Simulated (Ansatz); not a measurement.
GaS (P6₃/mmc, No. 194, 8 atoms in the cell; start mp-556742)

Calculation: PBE-D3(BJ) (Ansatz, a first-principles code, PAW).

Cell: relaxed at this level.

interlayer binding energy: 18.3 meV/Å²
layer repeat distance: 7.665 Å
gap between the layers: 3.044 Å

Note: the relaxation could not lower the start's symmetry, so the cell can be a saddle point above a distorted one.

The computed numbers hold no vibrational or temperature effects.

Cost on a shared machine: around 2.9 core-minutes (rough).

A start named mp-… is a Materials Project structure, which need not be a measured phase.
